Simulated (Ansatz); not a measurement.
For GaSb (model structure, started from the CsCl type, Pm-3m, No. 221, 2 atoms in the cell), PBEsol in Ansatz (plane waves, PAW) gives:

* **lattice parameter a**: 3.538 Å
* **formation enthalpy**: 0.110 eV/atom

What does r²SCAN in Ansatz (plane waves, PAW) give for the same quantities?


- lattice constant a: 3.579 Å (increases by 1.2 %)
- formation enthalpy: 0.268 eV/atom (goes up by 0.158 eV/atom)

Changes are worked out from the printed values.

Unless a cell is named, each level is at its own relaxed cell (PBEsol 22.14, r²SCAN 22.91 Å³/atom).

Levels without +SOC leave out spin–orbit coupling, which shifts energies and cells of such heavy elements.

Ansatz's density-functional and Hartree–Fock values are scalar-relativistic unless marked +SOC, with PAW data made under PBE.

A model structure was made by putting elements into a prototype or built by hand; it is no filed structure, need not be a known phase, and can be a saddle point held by its symmetry.

Ansatz is an electronic-structure program.
